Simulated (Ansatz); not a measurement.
Base system: VN in the rock salt structure (space group Fm-3m, No. 225).

```xyz
2
Lattice="0.0000 2.0366 2.0366 2.0366 0.0000 2.0366 2.0366 2.0366 0.0000" Properties=species:S:1:pos:R:3 pbc="T T T"
N      0.0000     0.0000     0.0000
V      2.0366     2.0366     2.0366
```

Cartesian axes are those of the cell as printed.

Calculations: Ansatz (a quantum-chemistry and plane-wave program) PBEsol, without spin-orbit coupling.

Strains are applied to the cell and any free atomic positions relax; under biaxial strain the out-of-plane vector relaxes too.

One change was made to it. Results:

```json
[
 {"quantity": "volume per atom", "base": "8.45 Å³", "after": "8.73 Å³"},
 {"quantity": "energy relative to the base (free energy F)", "base": "0 meV/atom", "after": "+24 meV/atom"},
 {"quantity": "pressure (mean of the normal stresses, compression positive)", "base": "0.0 GPa", "after": "-10.3 GPa"}
]
```

Problem. Which change produced these results?
(A) uniaxial strain ε_zz = +1.16 %
(B) uniaxial strain ε_yy = +5.19 %
(C) biaxial strain +3.42 %, plane normal [001], relaxed out of plane
(D) biaxial strain +2.84 %, plane normal [110], relaxed out of plane

Solution. D, biaxial strain +2.84 %, plane normal [110], relaxed out of plane. For comparison, the energy relative to the base in the other runs: biaxial strain +3.42 %, plane normal [001], relaxed out of plane gives +42 meV/atom; uniaxial strain ε_zz = +1.16 % gives +2.3 meV/atom; uniaxial strain ε_yy = +5.19 % gives +39 meV/atom.

A biaxial case was relaxed in a doubled cell and then solved in the primitive one. Without a gap, meshes like the base's 20×20×20 leave anisotropic stresses uncertain by several tenths of a GPa, and small strain energies with them. Whether these cells are dynamically stable was not tested. Starting moments died away, wholly or in part, for the base; another magnetic solution may exist. All final runs are without spin polarisation.
